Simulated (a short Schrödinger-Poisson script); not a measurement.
Structure: symmetric double-gate stack, Si3N4 on p-type GaN, at 300 K.

```csv
layer,material,thickness (nm),Na (cm⁻³)
1,Si3N4,3.5,-
2,GaN,2,2e18
3,Si3N4,3.5,-
```

Constants are typed, rounded textbook-type inputs, not results; the design itself was drawn at random and stands for no fabricated device. Si3N4: permittivity 7.5, conduction-band edge (eV) 2, gap (eV) 5.1, electron mass (mₑ) 0.5. GaN: permittivity 9.5, conduction-band edge (eV) 0, gap (eV) 3.43, Nv at 300 K (cm⁻³) 4.6e19.

Channel valleys (confinement mass, in-plane density-of-states mass, number): Γ 0.2, 0.2, 1. At the gates, both at one voltage, the conduction-band edge of layer 1 lies 2.35 eV − eVg above the Fermi level of the channel. Gaps are held at their typed values at every temperature. Mesh 0.03 nm at interfaces.

Solved with a short Schrödinger-Poisson script written for these runs: 1D Poisson equation in equilibrium, electrons classical, Fermi-Dirac, parabolic valleys, classical holes, full ionisation, no traps, pinning or gate leakage.

The same stack at other levels of the model or other numerical settings:

```csv
run,sheet density of all electrons at Vg = 1.05 V (cm⁻²),capacitance of both gates at Vg = 1.05 V (μF/cm²),gate voltage at 1e11 electrons/cm² (V),rough cost against the base
base,9.69e12,2.57,0.34,about 1
"electrons treated as classical, Boltzmann",1.34e13,3.51,0.34,0.4
"electrons treated as quantum, Hartree",3.63e12,2.56,0.77,2
"electrons treated as quantum, Hartree plus LDA exchange-correlation",4.46e12,2.77,0.75,4
mesh six times as coarse,9.45e12,2.51,0.34,0.6
```

The classical rows ignore confinement, and Boltzmann statistics overrate the density once the band edge passes the Fermi level.

In real p-type GaN the Mg acceptor is only partly ionised, and so wide a gap doesn't supply an inversion layer without source and drain.
